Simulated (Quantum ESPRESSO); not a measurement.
## Several settings converged on SbPb (Fm-3m, 2 atoms in the cell)

```yaml
crystal:
  lattice:
    - [-3.15176, 0.00000, 3.15176]
    - [0.00000, 3.15176, 3.15176]
    - [-3.15176, 3.15176, 0.00000]
  atoms:
    - { symbol: Sb, position: [0.50000, 0.50000, 0.50000] }
    - { symbol: Pb, position: [0.00000, 0.00000, 0.00000] }
```

Base method: LDA (PW92), PseudoDojo standard norm-conserving (LDA) pseudopotentials (plane waves; Quantum ESPRESSO).

Base settings: ecutwfc = 85 Ry; occupations = smearing; smearing = gauss; degauss = 0.0073499 Ry; potentials = {Sb: Sb.upf, Pb: Pb.upf}; K_POINTS = automatic 5 5 5 0 0 0; conv_thr = 1e-10 Ry; mixing_beta = 0.3.

The count of work is k-points × plane waves × bands × iterations; it is no time. Core times come from one kind of shared machine, to one figure; runs under 30 s give none.

**The k-point mesh at a smearing width of 0.02 eV**

In this ladder: degauss = 0.00147 Ry.

Only quantities that move along the ladder and can be compared are tabulated.

| K_POINTS | free energy less the last step's (meV/atom) | pressure (GPa) | count of work / last | core time / last (rough) |
|---|---|---|---|---|
| automatic 3 3 3 0 0 0 | 77.46 | -2.19 | 0.020 | – |
| automatic 4 4 4 0 0 0 | 35.50 | -2.75 | 0.041 | – |
| automatic 5 5 5 0 0 0 | 13.18 | -2.13 | 0.051 | – |
| automatic 6 6 6 0 0 0 | 3.98 | -2.62 | 0.082 | – |
| automatic 7 7 7 0 0 0 | 5.52 | -2.29 | 0.10 | – |
| automatic 10 10 10 0 0 0 | 2.54 | -2.39 | 0.24 | 0.2 |
| automatic 15 15 15 0 0 0 | -0.53 | -2.42 | 0.62 | 0.6 |
| automatic 18 18 18 0 0 0 | 0.00 | -2.39 | 1.0 | 1 |

Coarsest K_POINTS that holds the free energy within 2 meV/atom of the last step, with all finer ones: automatic 15 15 15 0 0 0; the step before is off by 2.5 meV/atom.

Coarsest K_POINTS that holds the pressure within 0.05 GPa: not settled: the last two steps still differ by 0.03 GPa, over half the tolerance, so the ladder does not show it.

**The width of Fermi-Dirac smearing**

In this ladder: smearing = fd; K_POINTS = automatic 8 8 8 0 0 0.

Narrow widths need finer meshes than wide ones, so the last steps can hold mesh noise.

Only quantities that move along the ladder and can be compared are tabulated; pressure and forces are left out, as mesh noise rules them at narrow widths.

```csv
degauss,free energy less the last step's (meV/atom),energy extrapolated to zero width less the last step's (meV/atom)
0.073499 Ry,-930.35,-22.02
0.036749 Ry,-242.61,-12.02
0.02205 Ry,-90.32,-3.31
0.0147 Ry,-39.44,0.43
0.0073499 Ry,-7.45,0.96
0.0036749 Ry,0.00,0.00
```

Widest degauss that holds the energy extrapolated to zero width within 2 meV/atom of the last step, with all finer ones: 0.0147 Ry; the step before is off by 3.3 meV/atom.

Widest degauss that holds the free energy within 5 meV/atom: not settled: the last two steps still differ by 7.4 meV/atom, over half the tolerance, so the ladder does not show it.

The extrapolation to zero width removes most of the smearing's effect on the energy.

**The width of cold smearing**

In this ladder: smearing = cold; K_POINTS = automatic 8 8 8 0 0 0.

Narrow widths need finer meshes than wide ones, so the last steps can hold mesh noise.

Only quantities that move along the ladder and can be compared are tabulated; pressure and forces are left out, as mesh noise rules them at narrow widths.

| degauss | free energy less the last step's (meV/atom) |
|---|---|
| 0.073499 Ry | 9.09 |
| 0.036749 Ry | 2.94 |
| 0.02205 Ry | 2.73 |
| 0.0147 Ry | 1.57 |
| 0.0073499 Ry | 0.35 |
| 0.0036749 Ry | 0.00 |

Widest degauss that holds the free energy within 5 meV/atom of the last step, with all finer ones: 0.036749 Ry; the step before is off by 9.1 meV/atom.

Two neighbours can agree and both be off: 0.036749 Ry and 0.02205 Ry differ by 0.21 meV/atom in the free energy, yet lie about 2.7 meV/atom from the last step.

On the base run: the starting cell comes from a database of computed structures (which also holds hypothetical and non-ambient phases and stackings), without a prior relaxation at this level. Its lattice was rescaled by up to half a per cent.

Left out of this page: 4 runs of the series outside the window shown, repeating another row's setting, or not comparable.
